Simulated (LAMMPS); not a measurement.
LAMMPS 22 Jul 2025, classical MD, Buckingham with full ionic charges: MgO, 1728 atoms.

| Item | Result |
|---|---|
| task | MD, nve |
| potential | Buckingham with full ionic charges |
| copies of the repeat unit | 6×6×6 |
| shape (slab and sphere leave vacuum in the box) | bulk |
| temperature | 1200 K |
| steps | 2000 |
| timestep | 1 fs |
| neighbor skin | 2 Å |
| neigh_modify | every 1 delay 0 check yes |
| thermo | 100 |
| kspace_accuracy | 0.0001 |
| newton | on (default) |
| atom_modify sort (bins of 2 Å where set) | 1000 (default) |
| comm_style | brick (default) |
| box | 25.3 × 25.3 × 25.3 Å |
| start | generated rock salt lattice, warmed in an untimed run |
| compared values | energy and forces of the first step, drift over the run |

Hardware: Arm Neoverse V2, 96 cores on 1 socket, no SMT, 1 L3 cache group.

Each time is the median wall time of two to five repeats, run one at a time on the otherwise empty machine; start-up is included. Unless noted, each process is bound to its own block of adjacent cores. Build: PyPI wheel: MPICH, OPENMP and OPT packages. Other compilers and libraries give other times. Scratch files lie in a memory file system. A preparatory run goes ahead and isn't timed.

First run (64 ranks, kspace_style = pppm, cutoff = 10 Å, kmod = order 5 diff ik (default), run_style = verlet (default), partition = none (default)):

```
Loop time of 0.805149 on 64 procs for 2000 steps with 1728 atoms

Performance: 214.619 ns/day, 0.112 hours/ns, 2484.012 timesteps/s, 4.292 Matom-step/s
80.9% CPU use with 64 MPI tasks x 1 OpenMP threads

MPI task timing breakdown:
Section |  min time  |  avg time  |  max time  |%varavg| %total
---------------------------------------------------------------
Pair    | 0.12035    | 0.23367    | 0.34193    |   7.9 | 29.02
Kspace  | 0.28919    | 0.39404    | 0.5045     |   5.9 | 48.94
Neigh   | 0          | 0          | 0          |   0.0 |  0.00
Comm    | 0.16035    | 0.16372    | 0.16694    |   0.3 | 20.33
Output  | 0.00047485 | 0.00050751 | 0.00097519 |   0.0 |  0.06
Modify  | 0.00077332 | 0.00095331 | 0.0011499  |   0.0 |  0.12
Other   |            | 0.01225    |            |       |  1.52

Nlocal:             27 ave          36 max          15 min
Histogram: 1 0 2 9 6 19 12 9 3 3
Nghost:           2717 ave        2729 max        2708 min
Histogram: 3 3 9 12 19 6 9 2 0 1
Neighs:        10257.6 ave       14464 max        5583 min
Histogram: 1 0 2 13 14 14 10 6 3 1

Total # of neighbors = 656484
Ave neighs/atom = 379.90972
Neighbor list builds = 0
Dangerous builds = 0
```

Second run:

```
Loop time of 2.79183 on 64 procs for 2000 steps with 1728 atoms

Performance: 61.895 ns/day, 0.388 hours/ns, 716.377 timesteps/s, 1.238 Matom-step/s
79.0% CPU use with 64 MPI tasks x 1 OpenMP threads

MPI task timing breakdown:
Section |  min time  |  avg time  |  max time  |%varavg| %total
---------------------------------------------------------------
Pair    | 0.15318    | 0.26976    | 0.37945    |   7.5 |  9.66
Kspace  | 2.1757     | 2.2843     | 2.3989     |   2.6 | 81.82
Neigh   | 0          | 0          | 0          |   0.0 |  0.00
Comm    | 0.20533    | 0.20814    | 0.21232    |   0.3 |  7.46
Output  | 0.00054507 | 0.00058086 | 0.0011562  |   0.0 |  0.02
Modify  | 0.0040921  | 0.004777   | 0.0058079  |   0.5 |  0.17
Other   |            | 0.02423    |            |       |  0.87

Nlocal:             27 ave          36 max          15 min
Histogram: 1 0 2 9 6 19 12 9 3 3
Nghost:           2717 ave        2729 max        2708 min
Histogram: 3 3 9 12 19 6 9 2 0 1
Neighs:        10257.6 ave       14464 max        5583 min
Histogram: 1 0 2 13 14 14 10 6 3 1

Total # of neighbors = 656484
Ave neighs/atom = 379.90972
Neighbor list builds = 0
Dangerous builds = 0
```

### Question
Which of these changes turns the first timing block into the second?
A. cutoff = 14 Å
B. kmod = order 3
C. run_style = verlet/split, partition = ["-partition", 32, 32]
D. kspace_style = ewald

### Answer
B, kmod = order 3. The k-space grid goes from 24×24×24 to 64×64×64 and Kspace from 0.39 to 2.3 s. What the program resolved moves too: k-space grid from 24 24 24 to 64 64 64. The other changes gave 1.8 s (cutoff = 14 Å), 1.0 s (run_style = verlet/split, partition = ["-partition", 32, 32]), 1.1 s (kspace_style = ewald), against 3.0 s here and 1.0 s at first.
